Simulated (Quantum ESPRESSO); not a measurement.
Worked example: self-consistent single point of HfPt3 (P4mm, 4 atoms in the cell) in Quantum ESPRESSO.

Method of the run: LDA (PZ), GBRV 1.5 ultrasoft (LDA) pseudopotentials (plane waves; Quantum ESPRESSO 7.5).

```
HfPt3
1.0
    4.02246     0.00000     0.00000
    0.00000     4.02246     0.00000
    0.00000     0.00000     4.02246
Hf Pt
1 3
Direct
  0.00000   0.00000   0.01243
  0.50000   0.50000   0.00000
  0.00000   0.50000   0.50000
  0.50000   0.00000   0.50000
```

Reference input (self-consistent single point, DFT, LDA (PZ), plane waves, GBRV 1.5 ultrasoft (LDA) pseudopotentials): ecutwfc = 40 Ry; ecutrho = 320 Ry; occupations = smearing; smearing = gauss; degauss = 0.0073499 Ry; potentials = {Hf: hf_lda_v1.uspp.F.UPF, Pt: pt_lda_v1.4.uspp.F.UPF}; K_POINTS = automatic 4 4 4 0 0 0; conv_thr = 1e-09 Ry. This run's input differs from it in these lines:

```diff
@@ -14,5 +14,3 @@
   ecutrho = 320
-  occupations = 'smearing'
-  smearing = 'gauss'
-  degauss = 0.0073499
+  occupations = 'tetrahedra_opt'
 /
```

Output (repeated stretches shortened):

```
     Self-consistent Calculation

     iteration #  1     ecut=    40.00 Ry     beta= 0.70

     negative rho (up, down):  5.834E-01 0.000E+00

     total energy              =    -783.35449587 Ry
     estimated scf accuracy    <      13.62879310 Ry

     iteration #  2     ecut=    40.00 Ry     beta= 0.70

     negative rho (up, down):  6.153E-01 0.000E+00

     total energy              =    -789.79830884 Ry
     estimated scf accuracy    <      19.36646461 Ry

     iteration #  3     ecut=    40.00 Ry     beta= 0.70

     negative rho (up, down):  6.177E-01 0.000E+00

     total energy              =    -791.33181968 Ry
     estimated scf accuracy    <       1.73412356 Ry

   [... 95 blocks of this kind left out ...]

     iteration # 99     ecut=    40.00 Ry     beta= 0.70

     negative rho (up, down):  6.252E-01 0.000E+00

     total energy              =    -791.31183216 Ry
     estimated scf accuracy    <       0.00000707 Ry

     iteration #100     ecut=    40.00 Ry     beta= 0.70

     negative rho (up, down):  6.252E-01 0.000E+00

     total energy              =    -791.31183217 Ry
     estimated scf accuracy    <       0.00000699 Ry
     End of self-consistent calculation

     convergence NOT achieved after 100 iterations: stopping

   JOB DONE.
```

The run ended unconverged after 100 iterations. 

The starting cell comes from a database of computed structures (which also holds hypothetical and non-ambient phases and stackings), without a prior relaxation at this level. Its lattice was rescaled by up to half a per cent. One atom was moved a little off its site on purpose.

Cost on one core of a shared machine: roughly 3 min.
